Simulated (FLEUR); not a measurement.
FLEUR run on InO (P6_3mc, 4 atoms in the cell): self-consistent single point.

Level of theory: LDA (Perdew-Zunger), all-electron FLAPW (FLEUR), scalar-relativistic valence.

The change in words: lattice scaled by 0.98. Reference geometry:
```
CELL_PARAMETERS angstrom
      3.68983     0.00000     0.00000
     -1.84492     3.19549     0.00000
      0.00000     0.00000     6.08607
ATOMIC_POSITIONS crystal
  In 0.33333 0.66667 0.00075
  In 0.66667 0.33333 0.50075
  O  0.33333 0.66667 0.37426
  O  0.66667 0.33333 0.87426
```

Reference input (self-consistent single point, DFT, LDA (Perdew-Zunger), all-electron FLAPW (FLEUR), scalar-relativistic valence): Kmax = 4.3 1/bohr; GmaxXC = 17.2 1/bohr; xcFunctional = pz; jspins = 1; l_soc = F; mode = hist; fermiSmearingEnergy = 0.00367493 Htr; mesh (inpgen div1-3) = 10 10 6; inpgen gamma flag = true; Gmax = 17.2 1/bohr; numbands = 0; maxIterBroyd = 15. This run's input differs from it in these lines:

```diff
@@ -3,5 +3,5 @@
 &input film=f /
-6.9727686749 -0.0000001226 0.0000000000
--3.4863842312 6.0385948685 0.0000000000
-0.0000000000 0.0000000000 11.5010054753
+6.8333126398 0.0000003304 0.0000000000
+-3.4166566060 5.9178221728 0.0000000000
+0.0000000000 0.0000000000 11.2709861217
 1.0
@@ -46,5 +46,5 @@
          <bravaisMatrix>
-            <row-1>    6.9727686749000002    -0.0000001226000000     0.0000000000000000</row-1>
-            <row-2>   -3.4863842312000002     6.0385948684999997     0.0000000000000000</row-2>
-            <row-3>    0.0000000000000000     0.0000000000000000    11.5010054752999995</row-3>
+            <row-1>    6.8333126397999999     0.0000003304000000     0.0000000000000000</row-1>
+            <row-2>   -3.4166566060000001     5.9178221728000002     0.0000000000000000</row-2>
+            <row-3>    0.0000000000000000     0.0000000000000000    11.2709861217000000</row-3>
          </bravaisMatrix>
```

Output, abridged:

```
 Iteration:     1   Distance:      19.36199042 me/bohr^3
 Iteration:     2   Distance:      15.96155407 me/bohr^3
 Iteration:     3   Distance:       6.08736880 me/bohr^3
 Iteration:     4   Distance:       7.71415789 me/bohr^3
 Iteration:     5   Distance:       1.45316123 me/bohr^3
   [... 8 lines left out ...]
 Iteration:    14   Distance:       0.00007692 me/bohr^3
 Iteration:    15   Distance:       0.00001782 me/bohr^3
 Iteration:    16   Distance:       0.00001511 me/bohr^3
 Iteration:    17   Distance:       0.00000983 me/bohr^3
 Reset of history
 Run finished successfully
 Stop message:
   Structural relaxation: new displacements generated

[file out, last iteration]
             iter=     18
[...]
          total density-effective poten   -1.9646023259E+04
          total charge density-energy d   -3.2572858939E+02
 Updated energy parameters for spin:           1
[...]
 fermi energy and band-weighting factors:

[...]
FERMIE:
          first approx. to ef    (T=0)  :   0.274010 htr   (energy of the highest occ. eigenvalue)
          number of occ. states  (T=0)  :       1070
          first approx. to seigv (T=0)  :  -5.990598 htr
          sum of weights of occ. states :  19.015000
          sum of semicore charge        :   0.000000 e
FERHIS:  Fermi-Energy by histogram:
          bandgap                     :   0.002538 htr
   [... lines left out ...]
          charge neutrality (T=0)     :   0.030000    (zero if the highest occ. eigenvalue is "entirely" occupied)
     EF_NEWTON:  Adjust Fermi-Energy by Newton-Method.
 Direct bandgap for spin            1 :    3.5451423744933042E-002  Htr
 ---->    free energy=                    -11905.8738452035 htr
   [... lines left out ...]
      extrapolation for T->0
 ---->    total electron energy=          -11905.8729725705 htr
 ***** TOTAL FORCES ON ATOMS *****
 TOTAL FORCE FOR ATOM TYPE=  1  X=  3.417   Y= -1.973   Z=  0.008
                       FX_TOT= 0.000000 FY_TOT= 0.000000 FZ_TOT=-0.000120
 TOTAL FORCE FOR ATOM TYPE=  2  X=  3.417   Y= -1.973   Z=  4.218
                       FX_TOT= 0.000000 FY_TOT= 0.000000 FZ_TOT= 0.000148
```

The run converged in 17 iterations. FLEUR gives forces in its relaxation mode, with a further iteration, so its stop message speaks of a relaxation. Against the reference run the free energy drops by 32.3 meV/atom and the largest force goes from 0.033 to 0.008 eV/Å.

The starting cell comes from a database of computed structures (which also holds hypothetical and non-ambient phases and stackings), without a prior relaxation at this level. For this run, on top of that: lattice scaled by 0.98. Values depend on the basis (sphere radii, cutoffs, local orbitals), which need not be converged. No gap is read from this output. The log's line on a gap gives a spacing of levels on this mesh, which the program prints for metals too.

Cost on one core of a shared machine: roughly 3 min.
